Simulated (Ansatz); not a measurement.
# Cu under a change: isotropic strain −2.50 %

Take Cu in the fcc (Cu type) structure (space group Fm-3m, No. 225; a = 3.5638 Å; relaxed with 0.1 eV smearing) as the base.

Perturbation: an isotropic linear strain of −2.50 %; the atoms relax in the strained cell.

The values are results of DFT with PBEsol, PAW potentials and a 420 eV plane-wave cutoff in Ansatz (a first-principles code), scalar-relativistic without spin-orbit coupling, not measurements. Γ-centred 32×32×32 mesh, Fermi–Dirac width 0.1 eV.

The volume per atom decreases by 0.83 Å³, from 11.32 Å³ to 10.49 Å³ and the shortest interatomic distance shrinks by 0.063 Å (2.520 Å → 2.457 Å). The energy goes up by 37 meV/atom and the pressure goes from zero to 15.4 GPa. The band gap stays zero.

Final structure:

```
CELL_PARAMETERS angstrom
      0.00000     1.73734     1.73734
      1.73734     0.00000     1.73734
      1.73734     1.73734     0.00000
ATOMIC_POSITIONS crystal
  Cu 0.00000 0.00000 0.00000
```

No phonon test of stability was made. The final runs are not spin-polarised.
